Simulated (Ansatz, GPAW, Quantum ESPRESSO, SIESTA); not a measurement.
# YZn (Fm-3m, 2 atoms in the cell) computed with different codes at matched settings

Self-consistent single point.

```
YZn
1.0
    0.00000     2.96299     2.96299
    2.96299     0.00000     2.96299
    2.96299     2.96299     0.00000
Y Zn
1 1
Cartesian
  0.00000   0.00000   0.00000
  2.96299   2.96299   2.96299
```

All programs got the same cell, k-point mesh and kind of occupations (in Ansatz's words: kpoints.mp_grid.grid = 13 13 13; scf.occupations.method = fermi_dirac; scf.occupations.width = 0.1 eV); potentials, basis and cutoffs are each program's usual ones.

```csv
code,model,pressure (GPa),k-points,cutoff
SIESTA,"GGA PBEsol, numerical atomic orbitals DZP, PseudoDojo PBEsol standard norm-conserving potentials (rewritten from UPF to PSML)",-5.03,1099,grid 400 Ry
GPAW,"PBEsol, GPAW PAW datasets PBEsol (made by gpaw-setup)",-2.61,84,850 eV
Ansatz,"PBEsol, PAW files made with PBE",-2.55,84,default
Quantum ESPRESSO,"PBEsol, GBRV 1.5 ultrasoft (PBESOL) pseudopotentials",-2.76,84,50 Ry
```

The spread over the programs that give each value: pressure within 2.48 GPa.

The starting cell comes from a database of computed structures (which also holds hypothetical and non-ambient phases and stackings), without a prior relaxation at this level.

Why do the programs differ, and what cannot be compared?

Differences of this kind can come from the potentials, where these differ, and from what each basis and cutoff leave unconverged. The valence holds different numbers of electrons (SIESTA 31, GPAW 23, Ansatz (an electronic-structure program) 23, Quantum ESPRESSO 31). The zero of total energies and Fermi levels follows the potentials and each program's conventions, so they are not compared here. SIESTA uses small atom-centred bases, whose incompleteness enters pressures, forces and empty levels differently from a plane-wave cutoff. Ansatz's pressure is given at a fixed set of plane waves, as the other plane-wave codes print theirs. The programs reduce the same mesh by symmetry to different extents, which changes the work and not the result. In the pressure, SIESTA (by 2.42) lies more than 1 GPa from the median of the plane-wave programs.

Left out of this page: ABINIT (with a known weakness of the program); Elk and FLEUR (not drawn, or without a comparable value).

Keys are those of Ansatz 0.2.
